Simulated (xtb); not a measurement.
xtb 6.7.1, GFN1-xTB: Fc1cc(F)c(F)c(-c2ccc3c(c2)oc2cc(-c4ccc5c(c4)sc4ccccc45)ccc23)c1F, 50 atoms. The geometry is a generated start, not checked to be a minimum at this level.

run flags: --grad
method: GFN1-xTB
--acc: 1 (default)
--etemp (K): 300 (default)
basis functions: 178
valence electrons: 174

One run each on 1 thread. Values of broydamp tried: 0.02, 0.05, 0.1, 0.2, 0.4 (default), 0.6, 0.8, 1.

Question: Which value of broydamp needs the fewest SCC iterations, and what happens away from it?

Answer: Fewest SCC iterations, within one of each other: 0.2 with 12, 0.4 (default) with 11, 0.6 with 12, 0.8 with 12. The count rises to 19 at 0.02. All converge to one solution.

| broydamp | SCC iterations | end |
|---|---|---|
| 0.02 | 19 | same solution |
| 0.05 | 16 | same solution |
| 0.1 | 15 | same solution |
| 0.2 | 12 | same solution |
| 0.4 (default) | 11 | same solution |
| 0.6 | 12 | same solution |
| 0.8 | 12 | same solution |
| 1 | 14 | same solution |
